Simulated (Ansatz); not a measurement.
Fermi-surface data of Ni2Al3 (P-3m1)

Here is the system:

```
CELL_PARAMETERS angstrom
      3.99604     0.00000     0.00000
     -1.99802     3.46068     0.00000
      0.00000     0.00000     4.87502
ATOMIC_POSITIONS crystal
  Al 0.00000 0.00000 0.00000
  Al 0.33333 0.66667 0.64770
  Al 0.66667 0.33333 0.35230
  Ni 0.33333 0.66667 0.14571
  Ni 0.66667 0.33333 0.85429
```

The numbers are results of PBEsol, rigid bands (plane waves, PAW, scalar-relativistic; Ansatz, an electronic-structure program), not measurements. Cell: cell and atoms relaxed with PBEsol.

The density of states at the Fermi level is 1.35 states/(eV·cell), both spins and the bare Sommerfeld coefficient comes out as 0.63 mJ/(mol of atoms·K²). The drude plasma energy comes out as 5.7 (x), 5.7 (y), 4.5 (z) eV and the root-mean-square Fermi velocity is 7.4e5 m/s. The resistivity times τ is 14.8 (x), 14.8 (y), 24 (z) ×10⁻²² Ω·m·s.

A metal at this level (no band gap); rigid bands, thermally averaged at 300 K, both spins. Spin-orbit coupling is left out. τ is one relaxation time for all states.

Computed structure with no diffraction record at hand here (it may be known, metastable or hypothetical): Ni2Al3 (P-3m1). Treated as nonmagnetic (a ferromagnetic start lost its moment, other orders weren't tried): Ni2Al3 (P-3m1).
